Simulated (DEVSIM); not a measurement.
System: Schottky contact on n-type GaSb, at 300 K.

| layer (left to right) | material | thickness (μm) | Nd (cm⁻³) | τn (s) | τp (s) |
|---|---|---|---|---|---|
| 1 | GaSb | 0.540 | 1e17 | 6.7e-8 | 6.7e-8 |

Left contact: Schottky, work function 4.56 eV, emission velocity 2.3e6 cm/s. Right contact: ohmic. Voltage is applied to the left contact. Recombination: SRH at mid-gap. Mobility is constant in doping.

The device is made up for the run: typed textbook-type constants, with dimensions and the other settings drawn at random. Values at 300 K; Nc and Nv go as T^1.5, mobilities as T to minus their exponent, the gap by Varshni's rule with the affinity fixed.

```tsv
parameter	GaSb
gap (eV)	0.726
affinity (eV)	4.06
permittivity	15.7
Nc (cm⁻³)	2.1e17
Nv (cm⁻³)	1.8e19
μn (cm²/Vs)	5000
μp (cm²/Vs)	850
T exponent of μn	2
T exponent of μp	1.7
Varshni α (eV/K)	0.00042
Varshni β (K)	140
```

Simulated with DEVSIM: 1D drift-diffusion, Boltzmann statistics, complete ionisation; no tunnelling, impact ionisation, image-force lowering or self-heating. Metal contacts follow the ideal Schottky-Mott rule: no Fermi-level pinning, no interface dipoles.

The temperature was swept, all else fixed.

```tsv
temperature (K)	dark forward voltage at 100 A/cm² (V)	largest field in the device at zero bias (V/cm)	potential step across the device at zero bias (V)
300	0.328	100000	0.481
350	[?]	100000	0.471
400	0.250	100000	0.460
450	0.200	110000	0.448
500	0.139	140000	0.435
```

Problem. Fill in the missing entries.

Solution. 
- 350, dark forward voltage at 100 A/cm² (V): 0.292
